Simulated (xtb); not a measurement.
xtb 6.7.1, GFN2-xTB: Ta(NH)(NH2)(Me)2 ([CH3][Ta]([CH3])(=[NH])[NH2]), 14 atoms. The geometry is a generated start, not checked to be a minimum at this level.

| Item | Value |
|---|---|
| method | GFN2-xTB |
| --acc | 1 (default) |
| --etemp (K) | 300 (default) |
| detailed input (--input) | none: ANC optimiser, Lindh (1995) Hessian, microcycle=20, maxdispl=1.0, hlow=0.01 (default) |
| basis functions | 35 |
| valence electrons | 32 |

```xyz
14

Ta     0.3450    -0.1839    -0.2871
N     -0.0848    -1.1303    -1.7479
H     -0.1039    -1.7229    -2.5698
N      2.1640     0.0376     0.5082
H      2.7338    -0.7088     0.8982
H      2.8003     0.8085     0.3267
C     -0.6912     1.8136    -0.7198
H     -1.3147     2.0817     0.1393
H     -1.3260     1.8080    -1.6046
H      0.0530     2.6045    -0.8500
C     -0.9763    -1.2285     1.2724
H     -1.0482    -2.3059     1.1204
H     -1.9887    -0.8202     1.2459
H     -0.5624    -1.0533     2.2681
```

Charge 0 and multiplicity 1 are set for this test and not shown to be the ground state.

The structure is relaxed from this start with --opt LEVEL for the levels crude, sloppy, loose, lax, normal, tight, vtight, extreme, once each. Up to the end of the extreme run atoms move by at most 0.89 Å along an axis.

Task: Choose the cheapest level whose final energy lies within 5 meV of that of extreme.

Result: normal: 31 cycles against 73, ending 1.8 meV above.

```tsv
level	cycles	energy above the extreme run (meV)	gradient norm (eV/Å)
crude	1	84	0.11
sloppy	1	84	0.11
loose	1	84	0.11
lax	1	84	0.11
normal	31	1.8	0.042
tight	46	0.28	0.018
vtight	68	under 0.01	0.0044
extreme	73	—	0.0025
```
